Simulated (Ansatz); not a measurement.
We consider cubic perovskite BaHfO₃, described by r²SCAN in Ansatz (PAW).

Settings: plane-wave cutoff 600 eV, 6×6×6 k mesh, scalar-relativistic PAW data made under PBE.

Computed at the level's own relaxed cell.

```
BaHfO3
1.0
    4.17713     0.00000     0.00000
    0.00000     4.17713     0.00000
    0.00000     0.00000     4.17713
Ba Hf O
1 1 3
Cartesian
  0.00000   0.00000   0.00000
  2.08856   2.08856   2.08856
  2.08856   0.00000   2.08856
  0.00000   2.08856   2.08856
  2.08856   2.08856   0.00000
```

Problem. Give the elastic tensor (Voigt notation, GPa, ions relaxed, in the Cartesian axes of the cell as printed).

Solution. 
```
  340.0    86.4    86.4     0.0     0.0     0.0
   86.4   340.0    86.4     0.0     0.0     0.0
   86.4    86.4   340.0     0.0     0.0     0.0
    0.0     0.0     0.0    99.0     0.0     0.0
    0.0     0.0     0.0     0.0    99.0     0.0
    0.0     0.0     0.0     0.0     0.0    99.0
```

Spin–orbit coupling is not included.

Computed values are for the static lattice.

Ansatz is a program for electronic structure.
